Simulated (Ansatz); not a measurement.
What biaxial strain +4.37 %, plane normal [001], relaxed out of plane does to W

Take W in the bcc (W type) structure (space group Im-3m, No. 229; a = 3.1688 Å; relaxed with 0.1 eV smearing) as the base. Axes: x, y, z lie along the cube axes.

Now apply this change: biaxial strain +4.37 %, plane normal [001], relaxed out of plane (Cartesian); in-plane vectors clamped, the third vector and the atoms free.

Calculations: Kohn–Sham DFT with the r2SCAN functional, run in Ansatz (a program for electronic structure) with PAW and 500 eV plane waves, scalar-relativistic without spin-orbit coupling. k-mesh 29×29×29 (Γ-centred); smearing 0.1 eV (Fermi–Dirac).

Volume per atom: 16.82 Å³ (base 15.91 Å³)
Space group: I4/mmm (No. 139) (base Im-3m (No. 229))
Shortest interatomic distance: 2.799 Å (base 2.744 Å)
Energy relative to the base (free energy F): +105 meV/atom
Pressure (mean of the normal stresses, compression positive): -15.1 GPa (base 0.0 GPa)
Band gap: zero (base zero)
Out-of-plane strain: -2.94 %
Ratio −ε⊥/ε∥: 0.67
Mean in-plane stress (compression positive): -22.6 GPa

Final structure (turned so that z lies along the plane normal):

```xyz
1
Lattice="3.3073 0.0000 0.0000 0.0000 3.3073 0.0000 1.6537 -1.6537 1.5379" Properties=species:S:1:pos:R:3 pbc="T T T"
W      0.0000     0.0000     0.0000
```

Whether these cells are dynamically stable was not tested. All final runs are without spin polarisation.
